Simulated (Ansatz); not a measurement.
## WC under a change: pressure 60 GPa

Take WC (space group P-6m2, No. 187; a = 2.912 Å, c = 2.836 Å) as the base.

Perturbation: a hydrostatic pressure of 60 GPa.

Computed with r2SCAN (Ansatz, a program for electronic structure), without spin-orbit coupling. Settings: 18×18×16 k-points, 0.05 eV Fermi–Dirac smearing.

The volume per atom falls by 1.152 Å³ to 9.26 Å³ and the density goes up by 1.94 g/cm³ (15.61 g/cm³ → 17.55 g/cm³). The lattice parameter a falls by 0.120 Å, from 2.912 Å to 2.792 Å and the c/a ratio increases by 0.009 to 0.983. The shortest interatomic distance falls by 0.083 Å, from 2.200 Å to 2.117 Å and the enthalpy H = E + PV relative to the base's energy is +3.66 eV/atom. The band gap remains zero.

Final structure:

```
CELL_PARAMETERS angstrom
      2.79174     0.00000     0.00000
     -1.39587     2.41772     0.00000
      0.00000     0.00000     2.74472
ATOMIC_POSITIONS crystal
  W  0.00000 0.00000 0.00000
  C  0.66667 0.33333 0.50000
```

Load acts through the strain it causes; cell and atoms are relaxed under it. No phonon test of stability was made. No other phases were tried under pressure. The final runs are not spin-polarised.
